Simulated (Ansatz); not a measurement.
Take Ti in the hcp (Mg type) structure (space group P6_3/mmc, No. 194; a = 2.936 Å, c = 4.637 Å) as the base. Axes: x lies along a and z along c of the hexagonal cell.

Level of theory: r2SCAN (Ansatz, a program for electronic structure; PAW; 500 eV plane waves; spin-orbit coupling left out).

It is then changed as follows: every lattice vector is stretched by 2.37 %, atoms relaxed at fixed cell.

Problem. Predict the stress tensor and what it implies for the stiffness.

Solution. Stress of the strained cell less that of the base (GPa, compression positive):
```
   -7.3     0.0     0.0
    0.0    -7.3     0.0
    0.0     0.0    -7.2
```

Then B = −ΔP/(ΔV/V₀) with ΔV/V₀ = 0.0728 gives secant stiffness values (nonlinear terms included at this strain): B (at held cell shape, above the free-shape value) ≈ 100 GPa.

As a check, the harmonic strain energy −½ V₀ Δσ:ε is 28 meV/atom; the computed energy rise is 30 meV/atom.

No phonon test of stability was made. The final runs are not spin-polarised.
